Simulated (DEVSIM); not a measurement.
**illuminated Si p-on-n cell, one wavelength**

System: illuminated Si p-on-n cell, one wavelength, at 300 K.

| layer (left to right) | material | thickness (μm) | Nd (cm⁻³) | Na (cm⁻³) | τn (s) | τp (s) | absorption coefficient (cm⁻¹) |
|---|---|---|---|---|---|---|---|
| 1 | Si | 0.0500 | - | 1.6e18 | 8.1e-7 | 4.8e-8 | 190 |
| 2 | Si | 160 | 2.1e17 | - | 1.1e-6 | 1.1e-6 | 190 |

Left contact: ohmic, minority electron recombination velocity 4000 cm/s. Right contact: ohmic, minority hole recombination velocity 2e6 cm/s. Voltage is applied to the left contact. Recombination: SRH at mid-gap, radiative, Auger. Gap narrowing is on: ΔEg = 6.92 meV × (l + √(l² + 0.5)), l = ln(N/1.3e17 cm⁻³), shared equally by both band edges. Light enters at the left, 5.9e16 photons cm⁻² s⁻¹, one pass, no reflection. Mobility is constant in doping.

Constants are typed, rounded textbook-type inputs, not results; the design itself was drawn at random and stands for no fabricated device. Values at 300 K.

```tsv
parameter	Si
gap (eV)	1.124
affinity (eV)	4.05
permittivity	11.7
Nc (cm⁻³)	2.86e19
Nv (cm⁻³)	3.1e19
μn (cm²/Vs)	1417
μp (cm²/Vs)	470
B (cm³/s)	4.7e-15
Cn (cm⁶/s)	2.8e-31
Cp (cm⁶/s)	9.9e-32
```

Simulated with DEVSIM: 1D drift-diffusion, Boltzmann statistics, complete ionisation; no tunnelling, impact ionisation, image-force lowering or self-heating.

```json
{
 "potential_step_across_the_device_at_zero_bias": "0.898 V",
 "largest_field_in_the_device_at_zero_bias": "220000 V/cm",
 "Dark forward voltage at 1 A/cm²": "0.728 V",
 "Dark forward voltage at 100 A/cm²": "0.879 V",
 "short_circuit_current": "3.86 mA/cm²",
 "open_circuit_voltage": "0.583 V",
 "fill_factor": "0.82",
 "largest_power": "1.85 mW/cm²",
 "share_of_generated_pairs_collected_at_short_circuit": "0.429"
}
```

Current under light (generator sign):

```
V (V)  J (mA/cm²)
-----  ----------
0.00         3.86
0.08         3.86
0.16         3.86
0.26         3.86
0.34         3.86
0.44         3.84
0.46         3.82
0.48         3.78
0.50         3.69
0.52         3.51
0.54         3.11
0.56         2.26
0.58        0.418
0.60        -3.55
```

Dark forward current:

(V (V), J (A/cm²)): (0.05, 9.0e-10); (0.15, 9.4e-9); (0.25, 8.1e-8); (0.30, 2.7e-7); (0.40, 4.7e-6); (0.50, 0.00017); (0.60, 0.0074); (0.65, 0.051); (0.75, 2.3); (0.85, 56); (0.95, 310); (1.00, 540); (1.10, 1200); (1.20, 2200)
